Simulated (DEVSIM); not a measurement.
Device: InP/In0.53Ga0.47As p-n heterojunction, at 400 K.

| layer (left to right) | material | thickness (μm) | Nd (cm⁻³) | Na (cm⁻³) | τn (s) | τp (s) |
|---|---|---|---|---|---|---|
| 1 | InP | 1.30 | - | 1.3e17 | 3e-10 | 3e-10 |
| 2 | In0.53Ga0.47As | 0.330 | 8.1e15 | - | 3e-10 | 3e-10 |

Left contact: ohmic. Right contact: ohmic. Voltage is applied to the left contact. Recombination: SRH at mid-gap, Auger. Mobility is μmin + (μ − μmin)/(1 + (N/Nref)^α).

Constants are typed, rounded textbook-type inputs, not results; the design itself was drawn at random and stands for no fabricated device. Values at 300 K; Nc and Nv go as T^1.5, mobilities as T to minus their exponent, the gap by Varshni's rule with the affinity fixed.

```tsv
parameter	InP	In0.53Ga0.47As
gap (eV)	1.344	0.74
affinity (eV)	4.38	4.51
permittivity	12.5	13.9
Nc (cm⁻³)	5.7e17	2.1e17
Nv (cm⁻³)	1.1e19	7.7e18
μn (cm²/Vs)	5200	12000
μp (cm²/Vs)	170	300
μn,min	400	300
μp,min	10	10
Nref,n	3e17	1.3e17
Nref,p	4.9e17	4.9e17
αn	0.47	0.48
αp	0.62	0.4
T exponent of μn	2	1.6
T exponent of μp	2	1.6
Cn (cm⁶/s)	9e-31	5e-29
Cp (cm⁶/s)	9e-31	5e-29
Varshni α (eV/K)	0.000363	0.00035
Varshni β (K)	162	190
```

Simulated with DEVSIM: 1D drift-diffusion, Boltzmann statistics, complete ionisation; no tunnelling, impact ionisation, image-force lowering or self-heating. Band offsets follow the typed affinities; no thermionic-emission limit at abrupt steps, no polarisation charge.

Task: Tabulate band edges, carrier densities and field at zero bias.

Result: Energies count from the Fermi level of the right contact; mesh points crowd at the junctions.

```json
[
 {"x (μm)": "0.000", "Ec (eV)": "1.143", "Ev (eV)": "-0.168", "n (cm⁻³)": "3400", "p (cm⁻³)": "1.3e17", "field (V/cm)": "≈ 0"},
 {"x (μm)": "0.005193", "Ec (eV)": "1.143", "Ev (eV)": "-0.168", "n (cm⁻³)": "3400", "p (cm⁻³)": "1.3e17", "field (V/cm)": "≈ 0"},
 {"x (μm)": "0.01682", "Ec (eV)": "1.143", "Ev (eV)": "-0.168", "n (cm⁻³)": "3400", "p (cm⁻³)": "1.3e17", "field (V/cm)": "≈ 0"},
 {"x (μm)": "0.04007", "Ec (eV)": "1.143", "Ev (eV)": "-0.168", "n (cm⁻³)": "3400", "p (cm⁻³)": "1.3e17", "field (V/cm)": "≈ 0"},
 {"x (μm)": "0.1188", "Ec (eV)": "1.143", "Ev (eV)": "-0.168", "n (cm⁻³)": "3400", "p (cm⁻³)": "1.3e17", "field (V/cm)": "≈ 0"},
 {"x (μm)": "0.2516", "Ec (eV)": "1.143", "Ev (eV)": "-0.168", "n (cm⁻³)": "3400", "p (cm⁻³)": "1.3e17", "field (V/cm)": "≈ 0"},
 {"x (μm)": "0.5488", "Ec (eV)": "1.143", "Ev (eV)": "-0.168", "n (cm⁻³)": "3400", "p (cm⁻³)": "1.3e17", "field (V/cm)": "≈ 0"},
 {"x (μm)": "1.002", "Ec (eV)": "1.143", "Ev (eV)": "-0.168", "n (cm⁻³)": "3400", "p (cm⁻³)": "1.3e17", "field (V/cm)": "≈ 0"},
 {"x (μm)": "1.164", "Ec (eV)": "1.143", "Ev (eV)": "-0.168", "n (cm⁻³)": "3400", "p (cm⁻³)": "1.3e17", "field (V/cm)": "-71"},
 {"x (μm)": "1.237", "Ec (eV)": "1.125", "Ev (eV)": "-0.186", "n (cm⁻³)": "5900", "p (cm⁻³)": "7.6e16", "field (V/cm)": "-13000"},
 {"x (μm)": "1.274", "Ec (eV)": "0.996", "Ev (eV)": "-0.315", "n (cm⁻³)": "250000", "p (cm⁻³)": "1.8e15", "field (V/cm)": "-65000"},
 {"x (μm)": "1.293", "Ec (eV)": "0.833", "Ev (eV)": "-0.478", "n (cm⁻³)": "2.8e7", "p (cm⁻³)": "1.6e13", "field (V/cm)": "-100000"},
 {"x (μm)": "1.299", "Ec (eV)": "0.764", "Ev (eV)": "-0.547", "n (cm⁻³)": "2.1e8", "p (cm⁻³)": "2.2e12", "field (V/cm)": "-110000"},
 {"x (μm)": "1.304", "Ec (eV)": "0.596", "Ev (eV)": "-0.113", "n (cm⁻³)": "1.0e10", "p (cm⁻³)": "4.4e17", "field (V/cm)": "-70000"},
 {"x (μm)": "1.318", "Ec (eV)": "0.526", "Ev (eV)": "-0.183", "n (cm⁻³)": "7.6e10", "p (cm⁻³)": "5.8e16", "field (V/cm)": "-36000"},
 {"x (μm)": "1.342", "Ec (eV)": "0.454", "Ev (eV)": "-0.255", "n (cm⁻³)": "6.2e11", "p (cm⁻³)": "7.2e15", "field (V/cm)": "-26000"},
 {"x (μm)": "1.395", "Ec (eV)": "0.335", "Ev (eV)": "-0.375", "n (cm⁻³)": "2.0e13", "p (cm⁻³)": "2.2e14", "field (V/cm)": "-19000"},
 {"x (μm)": "1.490", "Ec (eV)": "0.198", "Ev (eV)": "-0.511", "n (cm⁻³)": "1.0e15", "p (cm⁻³)": "4.3e12", "field (V/cm)": "-9700"},
 {"x (μm)": "1.581", "Ec (eV)": "0.142", "Ev (eV)": "-0.568", "n (cm⁻³)": "5.3e15", "p (cm⁻³)": "8.4e11", "field (V/cm)": "-3600"},
 {"x (μm)": "1.609", "Ec (eV)": "0.133", "Ev (eV)": "-0.576", "n (cm⁻³)": "6.8e15", "p (cm⁻³)": "6.5e11", "field (V/cm)": "-2900"},
 {"x (μm)": "1.622", "Ec (eV)": "0.129", "Ev (eV)": "-0.580", "n (cm⁻³)": "7.6e15", "p (cm⁻³)": "5.8e11", "field (V/cm)": "-2700"},
 {"x (μm)": "1.630", "Ec (eV)": "0.127", "Ev (eV)": "-0.582", "n (cm⁻³)": "8.1e15", "p (cm⁻³)": "5.5e11", "field (V/cm)": "-2700"}
]
```
